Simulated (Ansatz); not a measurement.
## Si3P4 (space group I-43d, No. 220; a hypothetical phase, not in the database extracts checked)

```cif
data_P16Si12
_chemical_formula_sum 'Si12 P16'
_space_group_name_H-M_alt 'I-43d'
_space_group_IT_number 220
_space_group_name_Hall 'I -4bd 2c 3'
_cell_length_a 7.95577
_cell_length_b 7.95577
_cell_length_c 7.95577
_cell_angle_alpha 90.000
_cell_angle_beta 90.000
_cell_angle_gamma 90.000
loop_
_atom_site_label
_atom_site_type_symbol
_atom_site_symmetry_multiplicity
_atom_site_Wyckoff_symbol
_atom_site_fract_x
_atom_site_fract_y
_atom_site_fract_z
_atom_site_occupancy
Si1 Si 12 a 0.00000 0.25000 0.37500 1
P1 P 16 c 0.01042 0.01042 0.01042 1
```
(The calculation used a cell of 14 atoms; values per cell refer to that cell.)

Level of theory: Ansatz (a first-principles code), PBEsol, PAW, cutoff 420 eV, scalar-relativistic without spin-orbit coupling. Γ-centred 7×7×7 mesh, Fermi–Dirac width 0.05 eV.

```json
{
 "volume_per_atom": "17.98 Å³",
 "density": "2.75 g/cm³",
 "band_gap": "zero",
 "total_energy": "-689.212 eV/atom (σ→0; compares only within this code and set-up)"
}
```

Whether these cells are dynamically stable was not tested. All final runs are without spin polarisation.
